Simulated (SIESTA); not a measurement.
A self-consistent single point of SrNiO3 (Cmmm, 5 atoms in the cell) with SIESTA.

Method of the run: GGA PBEsol, numerical atomic orbitals DZP, PseudoDojo PBEsol standard norm-conserving potentials (rewritten from UPF to PSML) (SIESTA).

The change in words: lattice scaled by 0.98. Reference geometry:
```yaml
crystal:
  lattice:
    - [2.80681, -2.81455, 0.00000]
    - [2.80681, 2.81455, 0.00000]
    - [0.00000, 0.00000, 3.97740]
  atoms:
    - { symbol: Sr, position: [0.50000, 0.50000, 0.50000] }
    - { symbol: Ni, position: [0.00000, 0.00000, 0.00000], spin: 2.0 }
    - { symbol: O, position: [0.00000, 0.00000, 0.50000] }
    - { symbol: O, position: [0.50000, 0.00000, 0.00000] }
    - { symbol: O, position: [0.00000, 0.50000, 0.00000] }
```
(The spins are starting values, not results.)

Reference input (self-consistent single point, DFT, GGA PBEsol, numerical atomic orbitals DZP, PseudoDojo PBEsol standard norm-conserving potentials (rewritten from UPF to PSML)): XC.functional = GGA; XC.authors = PBEsol; potentials = PseudoDojo PBEsol standard; PAO.BasisSize = DZP; PAO.EnergyShift = 0.005 Ry; MeshCutoff = 350 Ry; kgrid.MonkhorstPack = 5 5 5; OccupationFunction = MP; OccupationMPOrder = 0; ElectronicTemperature = 100 meV; Spin = polarized; DM.InitSpin = [1 +0.00, 2 +2.00, 3 +0.00, 4 +0.00, 5 +0.00]. This run's input differs from it in these lines:

```diff
@@ -13,5 +13,5 @@
 %block LatticeVectors
-     2.806806000   -2.814546000    0.000000000
-     2.806806000    2.814546000    0.000000000
-     0.000000000    0.000000000    3.977404000
+     2.750670000   -2.758255000    0.000000000
+     2.750670000    2.758255000    0.000000000
+     0.000000000    0.000000000    3.897856000
 %endblock LatticeVectors
```

Output, abridged:

```
        iscf     Eharris(eV)        E_KS(eV)     FreeEng(eV)     dDmax    Ef(eV) dHmax(eV)
   scf:    1    -6702.622446    -6797.762260    -6797.795945  0.570397 -3.289614 41.182907
     spin moment: {S} , |S| = {        0.0        0.0    2.73619 }     2.73619
   scf:    2    -6839.622890    -6820.808335    -6820.846147  0.232330 -5.910562 25.225406
     spin moment: {S} , |S| = {        0.0        0.0    2.39701 }     2.39701
   scf:    3    -6734.796735    -6813.075859    -6813.098003  0.500869 -7.583326 33.026408
     spin moment: {S} , |S| = {        0.0        0.0    0.19104 }     0.19104
   [... lines left out ...]
     spin moment: {S} , |S| = {        0.0        0.0    1.08666 }     1.08666
   scf:   32    -6836.776509    -6836.776502    -6836.822689  0.000123 -7.405435  0.004786
     spin moment: {S} , |S| = {        0.0        0.0    1.08669 }     1.08669
   scf:   33    -6836.776549    -6836.776526    -6836.822692  0.000416 -7.405581  0.001578
     spin moment: {S} , |S| = {        0.0        0.0    1.08680 }     1.08680
   scf:   34    -6836.776531    -6836.776528    -6836.822692  0.000085 -7.405889  0.000382
     spin moment: {S} , |S| = {        0.0        0.0    1.08681 }     1.08681
SCF Convergence by DM+H criterion
max |DM_out - DM_in|         :     0.0000853598
max |H_out - H_in|      (eV) :     0.0003821845
SCF cycle converged after 34 iterations

Using DM_out to compute the final energy and forces

siesta: E_KS(eV) =            -6836.7765

siesta: E_KS - E_eggbox =     -6836.7765

siesta: Atomic forces (eV/Ang):
     1    0.000000   -0.000000   -0.000000
     2    0.000000   -0.000000   -0.000000
     3    0.000000   -0.000000   -0.000000
     4   -0.000000   -0.000000    0.000000
     5    0.000000    0.000000    0.000000
   Tot    0.000000   -0.000000    0.000000
   Max    0.000000
   Res    0.000000    sqrt( Sum f_i^2 / 3N )
   Max    0.000000    constrained

Stress tensor Voigt[x,y,z,yz,xz,xy] (kbar):       88.37       92.45       90.77       -0.00        0.00       -0.00
   [... lines left out ...]
siesta: FreeEng =     -6836.822692
siesta: Cell volume =         59.146451 Ang**3
siesta:         -90.53195478        -90.53195478  kBar
   [... lines left out ...]
              0.004   0.004   0.003   0.004   0.005

mulliken: Qtot =       22.457

Mulliken Atomic Populations:
Atom #   charge [q] valence [e]      Sz [e]  Species
     1     1.431897    8.568103   -0.012070  Sr
     2     0.440594   17.559406    0.434435  Ni
     3    -0.624909    6.624909    0.219734  O
     4    -0.623791    6.623791    0.222358  O
     5    -0.623791    6.623791    0.222358  O
 Total    -0.000000                1.086814
```

The run converged in 34 iterations. Against the reference run the free energy goes down by 57.7 meV/atom, the pressure goes from -15.20 to -9.05 GPa and the size of the net moment stays at 0.22 μB/atom.

The starting cell comes from a database of computed structures (which also holds hypothetical and non-ambient phases and stackings), without a prior relaxation at this level. Its lattice was rescaled by a random factor within 2.5 % of one. For this run, on top of that: lattice scaled by 0.98. The moments shrank to a small part of their start, a low-spin state that need not be the lowest. Values carry the incompleteness of an atom-centred basis. With a pressure of about -9 GPa the cell is away from its equilibrium volume at this level.

Cost on one core of a shared machine: roughly 2 min.
